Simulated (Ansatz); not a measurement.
The (113) surface of germanium, 1 pair of surface atoms bonded, P on one of 4 atoms under the surface, H on every dangling bond (bottom of the slab: built like the top, H on every dangling bond, free)

Level of theory: PBE (plane waves to 420 eV, PAW; Ansatz, a program for electronic structure).

Set-up: 36 atoms, 13.8 Å thick at the start with caps and adatoms (thin: gaps and levels are the slab's own); mesh 4x4x1; 0.025 eV smearing; dipole correction on; 4 atoms held, the rest relaxed; no symmetry held; spin-polarised, no spin-orbit, no U. The slab shows no gap over 0.04 eV on its mesh. The starting moment vanished. It is one candidate, not shown to be the stable structure of the face.

The work function of the top face is 3.62 eV and the energy released by relaxation comes out as 0.88 eV. The cost comes out as around 90 core-minutes (rough).
